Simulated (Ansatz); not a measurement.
## Zr, pressure series

Base system: Zr in the hcp (Mg type) structure (space group P6_3/mmc, No. 194; a = 3.1843 Å, c = 5.1164 Å).

Cell and atoms are relaxed at each pressure.

Computed with Ansatz (a quantum-chemistry and plane-wave program) PBEsol, no spin-orbit coupling.

Notes on the quantities. enthalpy: H = E + PV relative to the base's energy.

```csv
variant,density,enthalpy
base,6.74 g/cm³,–
pressure −2 GPa,6.60 g/cm³,-0.28 eV/atom
pressure −1 GPa,6.67 g/cm³,-0.14 eV/atom
pressure 1.8 GPa,6.86 g/cm³,+0.25 eV/atom
pressure 4.2 GPa,7.02 g/cm³,+0.58 eV/atom
pressure 9 GPa,7.31 g/cm³,+1.21 eV/atom
pressure 18 GPa,7.82 g/cm³,+2.33 eV/atom
pressure 30 GPa,8.43 g/cm³,+3.73 eV/atom
pressure 45 GPa,9.10 g/cm³,+5.35 eV/atom
pressure 60 GPa,9.67 g/cm³,+6.86 eV/atom
```

Load acts through the strain it causes; cell and atoms are relaxed under it. Whether these cells are dynamically stable was not tested. The final runs are not spin-polarised. Measured, Zr leaves this structure (for the ω phase) near 3 GPa (temperature not stated; as listed in C. Cazorla, D. Alfè, M. J. Gillan, Physical Review B (2008)).
